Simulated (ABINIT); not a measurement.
Convergence study of the k-point mesh for Rh (Fm-3m, 1 atom in the cell)

```
CELL_PARAMETERS angstrom
      0.00000     1.90950     1.90950
      1.90950     0.00000     1.90950
      1.90950     1.90950     0.00000
ATOMIC_POSITIONS crystal
  Rh 0.00000 0.00000 0.00000
```

Computed with PBE, norm-conserving pseudopotentials (PseudoDojo nc-sr-05 PBE standard) (plane waves; ABINIT).

Base settings: pseudos = [Rh.upf]; ecut = 44 Ha; ixc = 11; occopt = 3; tsmear = 0.00367493 Ha; ngkpt = 9 9 9; nshiftk = 1; shiftk = 0 0 0; potentials = PseudoDojo nc-sr-05 PBE standard; nband = 14.

The second cell is the first with its lattice scaled by 0.98.

Only quantities that move along the ladder and can be compared are tabulated.

The count of work is k-points × plane waves × bands × iterations; it is no time. Core times come from one kind of shared machine, to one figure; runs under 30 s give none.

The starting cell has typed, rounded lattice constants, without a prior relaxation at this level. Its lattice was rescaled by up to half a per cent. Spin polarisation is off.

| ngkpt | free energy less the last step's (meV/atom) | energy of the compressed cell less the first (meV/atom) | pressure (GPa) | count of work / last | core time / last (rough) |
|---|---|---|---|---|---|
| 3 3 3 | 1309.29 | 196.34 | 27.02 | 0.010 | – |
| 4 4 4 | -408.84 | 22.19 | -4.15 | 0.018 | – |
| 5 5 5 | 121.77 | 76.84 | 5.67 | 0.020 | – |
| 7 7 7 | -53.50 | 54.69 | 1.70 | 0.045 | – |
| 9 9 9 | 9.41 | 61.92 | 2.98 | 0.068 | – |
| 10 10 10 | -10.71 | 60.96 | 2.77 | 0.092 | – |
| 13 13 13 | -3.04 | 61.74 | 2.93 | 0.16 | 0.3 |
| 16 16 16 | -1.06 | 61.69 | 2.93 | 0.28 | 0.3 |
| 19 19 19 | -0.67 | 61.43 | 2.88 | 0.43 | 0.4 |
| 21 21 21 | -0.09 | 61.39 | 2.88 | 0.56 | 1.0 |
| 26 26 26 | 0.00 | 61.47 | 2.89 | 1.0 | 1 |

Coarsest ngkpt that holds the free energy within 5 meV/atom of the last step, with all finer ones: 13 13 13, at 0.16 of the last step's count of work and about 0.3 of the last step's time; the step before is off by 11 meV/atom.

Coarsest ngkpt that holds the pressure within 1 GPa of the last step, with all finer ones: 9 9 9, at 0.068 of the last step's count of work; the step before is off by 1.2 GPa.

Coarsest ngkpt that holds the energy of the compressed cell less the first within 1 meV/atom of the last step, with all finer ones: 9 9 9, at 0.068 of the last step's count of work; the step before is off by 6.8 meV/atom.

The energy difference between the two cells stays within 1 meV/atom of the last step's from 9 9 9 on, the total only from 19 19 19 on: much of the error is common to both cells and cancels.
